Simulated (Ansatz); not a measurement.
LaBr3 (model structure, started from the ReO3 type, Pm-3m, No. 221, 4 atoms in the cell) was calculated with PBEsol+SOC (Ansatz, a first-principles code, plane waves, PAW).

Settings: plane-wave cutoff 520 eV, 6×6×6 k mesh, Fermi–Dirac smearing 0.01 eV, PAW data made under PBE.

Cell (relaxed with PBEsol):

```xyz
4
Lattice="5.8036 0.0000 0.0000 0.0000 5.8036 0.0000 0.0000 0.0000 5.8036" Properties=species:S:1:pos:R:3 pbc="T T T"
La     0.0000     0.0000     0.0000
Br     2.9018     0.0000     0.0000
Br     0.0000     0.0000     2.9018
Br     0.0000     2.9018     0.0000
```

### Question
Predict the band gap, smallest direct gap on the k points sampled and direct gap at Γ.

### Answer

* **band gap**: 3.39 eV
* **smallest direct gap on the k points sampled**: 3.40 eV
* **direct gap at Γ**: 3.86 eV

Note: the relaxation could raise the start's symmetry but not lower it, so the cell can be a saddle point.

Computed values are for the static lattice.

It cost roughly 3 core-minutes of CPU time.

A model structure was made by putting elements into a prototype or built by hand; it is no filed structure, need not be a known phase, and can be a saddle point held by its symmetry.
